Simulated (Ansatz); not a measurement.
RuAl (model structure, Fm-3m, No. 225, 2 atoms in the cell) was calculated with LDA (Ansatz, an electronic-structure program, PAW).

Settings: plane-wave cutoff 520 eV, 20×20×20 k mesh, Fermi–Dirac smearing 0.05 eV, no spin polarisation, scalar-relativistic PAW data made under PBE.

Cell (relaxed at this level):

```
CELL_PARAMETERS angstrom
      0.00000     2.44453     2.44453
      2.44453     0.00000     2.44453
      2.44453     2.44453     0.00000
ATOMIC_POSITIONS crystal
  Ru 0.00000 0.00000 0.00000
  Al 0.50000 0.50000 0.50000
```

Problem. What does this level give for the bulk modulus?

Solution. 
- bulk modulus = 166 GPa

Note: the run has no spin polarisation, so it can have missed a magnetic state; the bulk modulus is −V dP/dV from two relaxed cells at ±2 % in volume; the relaxation could raise the start's symmetry but not lower it, so the cell can be a saddle point.

The computed numbers hold no vibrational or temperature effects.

A model structure was made by putting elements into a prototype or built by hand; it is no filed structure, need not be a known phase, and can be a saddle point held by its symmetry.
